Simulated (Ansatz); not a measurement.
Start from GaSe in the beta-GaS type structure (space group P6_3/mmc, No. 194; layered, stacked along the Cartesian z axis).

```cif
data_Ga4Se4
_chemical_formula_sum 'Ga4 Se4'
_space_group_name_H-M_alt 'P63/mmc'
_space_group_IT_number 194
_space_group_name_Hall '-P 6c 2c'
_cell_length_a 3.76945
_cell_length_b 3.76945
_cell_length_c 15.96132
_cell_angle_alpha 90.000
_cell_angle_beta 90.000
_cell_angle_gamma 120.000
loop_
_atom_site_label
_atom_site_type_symbol
_atom_site_symmetry_multiplicity
_atom_site_Wyckoff_symbol
_atom_site_fract_x
_atom_site_fract_y
_atom_site_fract_z
_atom_site_occupancy
Ga1 Ga 4 f 0.33333 0.66667 0.17345 1
Se1 Se 4 f 0.66667 0.33333 0.09964 1
```

Method: PBE-D3(BJ)/PAW in Ansatz (a quantum-chemistry and plane-wave program), scalar-relativistic without spin-orbit coupling.

Its conduction minimum is a single valley at Γ with mass 0.11 mₑ.

Now apply this change: 0.589 electrons added to each cell, a density of 3.0×10^21 cm⁻³, with a uniform compensating background at fixed cell and a 300 K Fermi–Dirac width.

Where would a parabolic band put the Fermi level, and where does the calculation put it?

k_F = (3π²n)^(1/3) = 0.446 Å⁻¹, so ħ²k_F²/2m = 6.9 eV above the band edge at zero temperature. The calculation gives 0.65 eV (to 0.05 eV): the band is strongly non-parabolic or higher valleys fill at this density.

Carriers are added with a uniform compensating background; total energy and stress of such cells depend on the potential's zero and are not compared; many-body gap narrowing is missing at this level. The levels and masses belong to the bands next to the band gap. Effective masses come from finite differences of ±0.01 Å⁻¹. Stability against distortions was not tested.
